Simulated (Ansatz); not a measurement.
## Ansatz run on W (Im-3m, 1 atom in the cell): self-consistent single point

Level of theory: PBE (plane waves, PAW; Ansatz, a program for electronic structure).

The input file:

Ansatz 0.2 input:
```yaml
# W
crystal:
  lattice:
    - [-1.57771000, 1.57771000, 1.57771000]
    - [1.57771000, -1.57771000, 1.57771000]
    - [1.57771000, 1.57771000, -1.57771000]
  atoms:
    - { symbol: W, position_ang: [0.00000000, 0.00000000, 0.00000000] }
basis:
  ecutwfc: 420.0
kpoints:
  mp_grid: { grid: [19, 19, 19] }
hamiltonian:
  xc: pbe
  pseudopotentials: { kind: paw }
scf:
  occupations: { method: gaussian, width: 0.272 }
output:
  forces: true
  eigenvalues: true
  stress: true
```

Output, abridged:

```
WARN ansatz: RAYON_NUM_THREADS=1 ignored (pool sized by the plan → 1); use --threads N
Pseudopotentials: kind: paw
Pseudopotential: W, paw, valence charge 14
Crystal: 1 atoms, lattice volume = 15.709 Å³
Basis set: ecut = 420 eV, 321 PW (Γ), exchange–correlation on 40×40×40 points (8 copies of the dense FFT grid, shifted against one another)
Bands: 11, of which v1, the nominal top of the filled ones, is band 7 counted from 1 (6 counted from 0)
Symmetry: 48 space group operations
Space group: Im-3m (ITA 229), of the structure as read, at distance tolerance 2.5e-5 Å
k-points: 220 of 6859
Initial density: superposition of atomic densities (neutral atoms: chi_scale 0, normalization atom), corrected by the library's trained network
Initial wavefunctions: pseudopotential atomic-orbital guess
Eigensolver: davidson
Functional: x = pbe(κ = 0.804, μ = 0.2195149727645171), c = pbe(β = 0.06672455060314922)
SCF iter   1: F=—  HF=-10384.821513 eV  |F-HF|=—  |Δ(HF+E_count)|=         —  Δρ=1.61e-3  dr2=1.42e-4  ethr=1.77e-3  ⟨swp⟩=5.0  Hψ=12713  notcnv=0
all-band conjugate gradients solve this SCF's bands
preconditioner: auto → none
SCF iter   2: F=—  HF=-10384.821192 eV  |F-HF|=—  |Δ(HF+E_count)|=   3.21e-4  Δρ=7.93e-4  dr2=2.64e-5  ethr=1.02e-6  ⟨swp⟩=2.4  Hψ=5596  notcnv=0
SCF iter   3: F=—  HF=-10384.821222 eV  |F-HF|=—  |Δ(HF+E_count)|=   3.01e-5  Δρ=1.26e-4  dr2=1.54e-6  ethr=1.89e-7  ⟨swp⟩=2.0  Hψ=3714  notcnv=0
SCF iter   4: F=—  HF=-10384.821222 eV  |F-HF|=—  |Δ(HF+E_count)|=   2.98e-7  Δρ=9.89e-5  dr2=1.19e-6  ethr=1.10e-8  ⟨swp⟩=2.0  Hψ=3975  notcnv=0
SCF iter   5: F=—  HF=-10384.821222 eV  |F-HF|=—  |Δ(HF+E_count)|=   4.28e-7  Δρ=4.53e-5  dr2=2.49e-7  ethr=8.49e-9  ⟨swp⟩=2.0  Hψ=3589  notcnv=0
SCF iter   6: F=-10384.821222 eV  HF=-10384.821222 eV  |F-HF|=1.07e-8  |Δ(HF+E_count)|=   1.06e-7  Δρ=1.04e-5  dr2=1.32e-8  ethr=7.14e-10  ⟨swp⟩=5.4  Hψ=11277  notcnv=0
SCF 1 converged in 6 iterations: F = -10384.821222 eV  dr2 = 1.32e-8
SCF converged after 6 iterations
Free energy (F): -10384.821222 eV
Harris-Foulkes:  -10384.821222 eV  (|F-HF|=1.07e-8)
Internal energy: -10384.805544 eV  (E = F + TS)
E sigma→0 (E₀):  -10384.813383 eV
Entropy (-TS):   -0.015678 eV (-15.678 meV/atom)
Fermi energy:    22.838622 eV
--- Per-component energies (eV) ---
  E_band       = -78.176570
  E_kinetic    = 450.880436
  E_local      = -592.292332  (includes V_loc(G=0)·N_el)
  E_nonlocal   = 0.409658
  E_hartree    = 213.547408
  E_xc         = -267.303031
  E_vxc        = -239.270645  (∫ρ·V_xc dr)
  E_paw        = -8562.511577  (= ΣΔE_a)
  E_vpaw       = -124.995230  (= ΣTr[D̂ρ^β])
  E_aug_tail   = -0.000056  (compensation charges beyond the density's cutoff)
  E_ewald      = -1627.536051
  E_smearing   = -0.015678  (= −TS)
  E_closure    = -0.000000  (closes the sum)
  Σ components = -10384.821222   (vs F -10384.821222, Δ=0.00e0)
--- Forces (eV/Å), atoms counted from 1 ---
  atom   1  W     -0.00000000     0.00000000     0.00000000
  max |Σ_I F_I| component: 1.40e-31 eV/Å
--- Stress (GPa, compression-positive) ---
        8.520552      -0.000000      -0.000000
       -0.000000       8.520552       0.000000
        0.000000       0.000000       8.520552
  P = ⅓ Tr σ = 8.5206 GPa (85.206 kbar)
  The stress holds the Pulay correction. Without it, at fixed plane waves, as pw.x and ABINIT print it: P = 8.4424 GPa
--- Band table (eV; the first three rows and the last of 220) ---
  k-point 0: bands = ["-51.2375", "-14.8234", "-14.8234", "-14.8234", "13.1753", "21.6019", "21.6019", "21.6019", "25.1280", "25.1280", "37.3875"]
  k-point 1: bands = ["-51.2338", "-14.8626", "-14.8356", "-14.8236", "13.3116", "21.5186", "21.5842", "21.7337", "24.9918", "25.1291", "37.5046"]
  k-point 2: bands = ["-51.2228", "-14.9747", "-14.8706", "-14.8242", "13.7067", "21.2867", "21.5085", "22.1253", "24.6898", "25.1382", "37.8063"]
  k-point 219: bands = ["-50.9941", "-15.7543", "-15.7475", "-15.7475", "16.9785", "16.9989", "27.7355", "27.7355", "28.0126", "30.9369", "31.5952"]
```

The run converged in 6 iterations.

The starting cell comes from a database of computed structures (which also holds hypothetical and non-ambient phases and stackings), without a prior relaxation at this level. Its lattice was rescaled by a random factor within 2.5 % of one. Spin-orbit coupling is off. Spin polarisation is off. With a pressure of about 9 GPa the cell is away from its equilibrium volume at this level. Ansatz's pressure includes its estimate of the finite-basis (Pulay) stress.
